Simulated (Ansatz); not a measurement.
**Short convergence ladders for TaN (P-62m, 6 atoms in the cell)**

```
TaN
1.0
    5.23454     0.00000     0.00000
   -2.61727     4.53325     0.00000
    0.00000     0.00000     2.92932
Ta N
3 3
Cartesian
  0.00000   0.00000   0.00000
  0.00000   3.02217   1.46466
  2.61727   1.51108   1.46466
  2.05398   0.00000   0.00000
  1.59028   2.75445   0.00000
 -1.02699   1.77880   0.00000
```

Base method: LDA (PW92), default PAW files made with PBE (plane waves; Ansatz, an electronic-structure program).

Base settings: basis.ecutwfc = 420 eV; kpoints.mp_grid.grid = 7 7 11; hamiltonian.xc = lda; hamiltonian.pseudopotentials = {kind: paw} (the program's default PAW files); scf.occupations.method = fermi_dirac; scf.occupations.width = 0.1 eV.

Core times come from one kind of shared machine, to one figure; runs under 30 s give none.

**Zone-centre phonons against the cutoff**

In this ladder: phonons.method = dfpt.

The mesh stays at the base's, so the ladder's end is converged at best in this setting alone.

Frequencies are those of the unrelaxed cell, without the LO-TO term of polar crystals.

Only quantities that move along the ladder and can be compared are tabulated.

```csv
basis.ecutwfc,highest zone-centre frequency (cm⁻¹),lowest optical frequency (cm⁻¹),core time / last (rough)
210 eV,720.8,141.1,0.2
250 eV,666.2,142.6,0.3
295 eV,645.7,143.3,0.4
420 eV,659.0,143.2,0.5
630 eV,658.6,143.2,1
```

Coarsest basis.ecutwfc that holds the highest zone-centre frequency within 5 cm⁻¹ of the last step, with all finer ones: 420 eV; the step before is off by 13 cm⁻¹.

Coarsest basis.ecutwfc that holds the lowest optical frequency within 1 cm⁻¹ of the last step, with all finer ones: 250 eV, at about 0.3 of the last step's time; the step before is off by 2.2 cm⁻¹.

**Zone-centre phonons against the mesh**

In this ladder: phonons.method = dfpt.

Frequencies are those of the unrelaxed cell, without the LO-TO term of polar crystals.

Only quantities that move along the ladder and can be compared are tabulated.

| kpoints.mp_grid.grid | highest zone-centre frequency (cm⁻¹) | lowest optical frequency (cm⁻¹) |
|---|---|---|
| 2 2 3 | 655.8 | 133.4 |
| 3 3 5 | 657.8 | 141.3 |
| 5 5 7 | 660.0 | 143.4 |
| 9 9 13 | 659.6 | 143.7 |

Coarsest kpoints.mp_grid.grid that holds the lowest optical frequency within 5 cm⁻¹ of the last step, with all finer ones: 3 3 5; the step before is off by 10 cm⁻¹.

Coarsest kpoints.mp_grid.grid that holds the highest zone-centre frequency within 2 cm⁻¹ of the last step, with all finer ones: 3 3 5; the step before is off by 3.8 cm⁻¹.

**The force threshold of a relaxation**

On TaN (P31m, 6 atoms in the cell): one atom moved by 0.15 angstrom.

In this ladder: relax = atoms.

The mesh stays at the base's, so the ladder's end is converged at best in this setting alone.

Only quantities that move along the ladder and can be compared are tabulated.

```tsv
relax.f_tol	free energy less the last step's (meV/atom)	largest force left (eV/Å)	relaxation steps	core time / last (rough)
0.2 eV/Å	0.12	0.0936	4	0.7
0.1 eV/Å	0.12	0.0936	4	0.7
0.05 eV/Å	0.01	0.0209	4	0.7
0.03 eV/Å	0.01	0.0209	4	0.7
0.02 eV/Å	0.00	0.0003	5	0.8
0.005 eV/Å	0.00	0.0003	5	0.8
0.001 eV/Å	0.00	0.0003	6	1
```

Coarsest relax.f_tol that holds the largest force left within 0.01 eV/Å of the last step, with all finer ones: 0.02 eV/Å; the step before is off by 0.021 eV/Å.

Coarsest relax.f_tol that holds the free energy within 0.1 meV/atom of the last step, with all finer ones: 0.05 eV/Å; the step before is off by 0.12 meV/atom.

On the base run: the starting cell comes from a database of computed structures (which also holds hypothetical and non-ambient phases and stackings), without a prior relaxation at this level. Its lattice was rescaled by up to half a per cent. Spin polarisation is off. In the base run, with a pressure of about -16 GPa the cell is away from its equilibrium volume at this level.

Keys are those of Ansatz 0.2.
